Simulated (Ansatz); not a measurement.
Partial pair distribution functions of a relaxed model of amorphous In9Ga9Zn9O38Sn, broadened by 0.06 Å; density 5.91 g/cm³. Computed with PBE, scalar-relativistic without spin-orbit coupling (plane waves to 420 eV, PAW; Ansatz, an electronic-structure program).

The cell was made by melting and quenching with the CHGNet potential and then relaxed with DFT. O atoms were pushed apart under 1.9 Å during the dynamics, to hinder bonds among them. The hot cell started wider than the set density and was brought back towards it in steps. It is the lowest in DFT energy of 2 quenches. It is a model cell: composition and starting density were chosen by hand, and all elements were melted together. No dispersion term was used. Its density started from a set value of 5.91 and ended at 5.91 g/cm³. The quench (nominally 210 K/ps over its main leg) was far faster than any real one, so the model tends to hold more defects than a real film. Values belong to this one cell and scatter from quench to quench. The volume was held where the preparation left it and the shape relaxed, at a PBE pressure of 2.2 GPa. Stress components on the final sampling reach 2.3 GPa.

```
r (Å)  g In-O  g Ga-O  g In-In  g Ga-Ga
-----  ------  ------  -------  -------
1.60     0.00    0.01     0.00     0.00
1.70     0.00    0.39     0.00     0.00
1.80     0.00    4.39     0.00     0.00
1.90     0.03    8.99     0.00     0.00
2.00     1.21    5.70     0.00     0.00
2.10     6.78    1.45     0.00     0.00
2.20     7.40    0.17     0.00     0.00
2.30     3.02    0.00     0.00     0.00
2.40     1.17    0.00     0.00     0.00
2.50     0.62    0.10     0.00     0.00
2.60     0.28    0.40     0.00     0.00
2.70     0.01    0.26     0.00     0.04
2.80     0.00    0.23     0.00     0.90
2.90     0.06    0.43     0.00     2.65
3.00     0.14    0.49     0.00     4.22
3.10     0.08    0.48     0.15     2.19
3.20     0.24    0.52     1.48     1.15
3.30     0.25    0.28     3.61     1.08
3.40     0.38    0.39     2.95     0.72
3.50     0.94    0.45     4.16     0.88
3.60     0.99    0.57     3.60     0.82
3.70     0.87    1.10     1.06     0.41
3.80     0.88    1.24     1.65     0.01
3.90     1.07    1.26     1.33     0.00
4.00     1.15    1.33     0.83     0.18
4.10     0.91    1.23     0.19     0.82
4.20     1.05    1.49     0.02     0.92
4.30     1.23    1.78     0.33     0.75
4.40     1.28    1.54     0.47     0.70
4.50     1.05    1.40     0.04     1.28
4.60     1.35    1.40     0.00     1.10
```

Within 2.70 Å each In has 5.67 O neighbours on average.
